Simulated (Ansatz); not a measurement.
This concerns the energy of the reaction as written. Reaction: 1/4 cell B + 3/8 F2 (gas) → cell A. The sign is products less reactants.

Cell A: a slab of Cu (fcc, Fm-3m) cut along (111), 6 atoms, hexagonal cell of 2.57 Å (5.7 Å²), symmetry P3m1 within 0.02 Å, 9.7 Å thick under 16 Å of vacuum, in-plane vectors held at the crystal's; planes from bottom to top: Cu × 5 | F, its two faces unlike (dipole correction applied); added, foreign or displaced atoms, above the top plane: F bound to 3 Cu at 2.00 Å; spin state with PBE: run without spin, k-point mesh 21×21×1.
```
Cu5F
1.0
    2.56669     0.00000     0.00000
    1.28335     2.22282     0.00000
    0.00000     0.00000    25.52610
Cu F
5 1
Direct
  0.66667   0.66667   0.31335
  0.00000   0.00000   0.39477
  0.33333   0.33333   0.47676
  0.66667   0.66667   0.55883
  0.00000   0.00000   0.63918
  0.33333   0.33333   0.69173
```

Cell B: a slab of Cu (fcc, Fm-3m) cut along (111), 21 atoms, hexagonal cell of 5.13 Å (22.8 Å²), symmetry P3m1 within 0.02 Å, 9.8 Å thick under 16 Å of vacuum, in-plane vectors held at the crystal's; planes from bottom to top: Cu4 × 5 | F, its two faces unlike (dipole correction applied); added, foreign or displaced atoms, above the top plane: F bound to 3 Cu at 2.09 Å; spin state with PBE: run without spin, k-point mesh 11×11×1.
```
CELL_PARAMETERS angstrom
      5.13338     0.00000     0.00000
      2.56669     4.44564     0.00000
      0.00000     0.00000    25.52610
ATOMIC_POSITIONS crystal
  Cu 0.83312 0.33344 0.31397
  Cu 0.33344 0.33344 0.31397
  Cu 0.83333 0.83333 0.31408
  Cu 0.33344 0.83312 0.31397
  Cu 0.00005 0.00005 0.39528
  Cu 0.49991 0.00005 0.39528
  Cu 0.00005 0.49991 0.39528
  Cu 0.50000 0.50000 0.39562
  Cu 0.16667 0.16667 0.47676
  Cu 0.66742 0.16516 0.47718
  Cu 0.16516 0.66742 0.47718
  Cu 0.66742 0.66742 0.47718
  Cu 0.83550 0.33225 0.55826
  Cu 0.33225 0.33225 0.55826
  Cu 0.83333 0.83333 0.56119
  Cu 0.33225 0.83550 0.55826
  Cu 0.99634 0.99634 0.64098
  Cu 0.50732 0.99634 0.64098
  Cu 0.99634 0.50732 0.64098
  Cu 0.50000 0.50000 0.63637
  F  0.16667 0.16667 0.69764
```

Reference: an isolated F2 molecule (singlet) in a box of 11 × 11 × 13 Å.

Computed with Ansatz (plane waves, PAW), its default PAW set, cutoff 420 eV, 500 eV for r2SCAN. The structures are at rest with PBE, within the held lattices; other levels are single points on them. Neutral cells; Fermi-Dirac smearing of at most 0.10 eV in the solids, energies taken to zero width. The lattices are those relaxed with PBE, so at other levels the solids can be strained, which adds to the spread. Larger cells are relaxed from a start prepared with the learned potential CHGNet till forces fall under 0.03 eV/Å, which some starts already meet. A dispersion term (D3(BJ), or D4 for r2SCAN) was computed beside these levels and is taken off wherever the name lacks it. No zero-point or thermal terms. Cells are local rest points, mostly with their start's symmetry. No Hubbard U is applied. No correction for cell size. The cells' k-point meshes differ in density, so the last digit is unsettled. Cell A has symmetry P3m1 within 0.02 Å and got no random move, so less symmetric positions, which may lie lower, weren't tried. Cell B has symmetry P3m1 within 0.02 Å and got no random move, so less symmetric positions, which may lie lower, weren't tried.

### Question
Estimate the value that PBE returns for this input.

### Answer
-1.24 eV, for 1/4 cell B + 3/8 F2 (gas) → cell A.

### Question
How does the value move with the functional?

### Answer
```json
[
 {"Functional": "r2SCAN", "value (eV)": "-1.59", "less PBE": "-0.35"}
]
```

The levels shown span 0.35 eV, from r2SCAN (-1.59) to PBE (-1.24).

Ansatz is a quantum-chemistry and plane-wave program.
